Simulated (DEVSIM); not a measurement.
**abrupt Si p-n junction**

System: abrupt Si p-n junction, at 350 K.

| layer (left to right) | material | thickness (μm) | Nd (cm⁻³) | Na (cm⁻³) | τn (s) | τp (s) |
|---|---|---|---|---|---|---|
| 1 | Si | 0.660 | - | 3.2e15 | 8.8e-7 | 8.8e-7 |
| 2 | Si | 14.0 | 3.9e14 | - | 8.8e-7 | 8.8e-7 |

Left contact: ohmic. Right contact: ohmic. Voltage is applied to the left contact. Recombination: SRH at mid-gap. Mobility is μmin + (μ − μmin)/(1 + (N/Nref)^α).

The device is made up for the run: typed textbook-type constants, with dimensions and the other settings drawn at random. Values at 300 K; Nc and Nv go as T^1.5, mobilities as T to minus their exponent, the gap by Varshni's rule with the affinity fixed.

```
parameter               Si
----------------  --------
gap (eV)             1.124
affinity (eV)         4.05
permittivity          11.7
Nc (cm⁻³)          2.86e19
Nv (cm⁻³)           3.1e19
μn (cm²/Vs)           1417
μp (cm²/Vs)            470
μn,min                  52
μp,min                  45
Nref,n              9.7e16
Nref,p              2.2e17
αn                    0.68
αp                    0.72
T exponent of μn       2.3
T exponent of μp       2.2
Varshni α (eV/K)  0.000473
Varshni β (K)          636
```

Simulated with DEVSIM: 1D drift-diffusion, Boltzmann statistics, complete ionisation; no tunnelling, impact ionisation, image-force lowering or self-heating.

```json
{
 "potential_step_across_the_device_at_zero_bias": "0.482 V",
 "largest_field_in_the_device_at_zero_bias": "6900 V/cm",
 "Dark forward voltage at 1 A/cm²": "0.396 V",
 "Dark forward voltage at 100 A/cm²": "1.006 V"
}
```

Dark forward current:

```json
[
 {"V (V)": "0.05", "J (A/cm²)": "1.9e-5"},
 {"V (V)": "0.15", "J (A/cm²)": "0.00059"},
 {"V (V)": "0.20", "J (A/cm²)": "0.0030"},
 {"V (V)": "0.30", "J (A/cm²)": "0.076"},
 {"V (V)": "0.40", "J (A/cm²)": "1.1"},
 {"V (V)": "0.45", "J (A/cm²)": "2.8"},
 {"V (V)": "0.55", "J (A/cm²)": "9.3"},
 {"V (V)": "0.60", "J (A/cm²)": "14"},
 {"V (V)": "0.70", "J (A/cm²)": "28"},
 {"V (V)": "0.80", "J (A/cm²)": "47"},
 {"V (V)": "0.85", "J (A/cm²)": "58"},
 {"V (V)": "0.95", "J (A/cm²)": "84"},
 {"V (V)": "1.05", "J (A/cm²)": "110"},
 {"V (V)": "1.10", "J (A/cm²)": "130"},
 {"V (V)": "1.20", "J (A/cm²)": "160"},
 {"V (V)": "1.25", "J (A/cm²)": "180"},
 {"V (V)": "1.35", "J (A/cm²)": "220"},
 {"V (V)": "1.45", "J (A/cm²)": "260"},
 {"V (V)": "1.50", "J (A/cm²)": "280"},
 {"V (V)": "1.60", "J (A/cm²)": "320"}
]
```

Small-signal capacitance in reverse bias (quasi-static):

| V (V) | C (nF/cm²) |
|---|---|
| -0.4 | 5.93 |
| -1 | 4.50 |
| -2 | 3.45 |
| -3 | 2.90 |
| -4 | 2.55 |
| -6 | 2.12 |
| -8 | 1.86 |
| -10 | 1.68 |
| -13 | 1.49 |
| -16 | 1.35 |
| -20 | 1.22 |
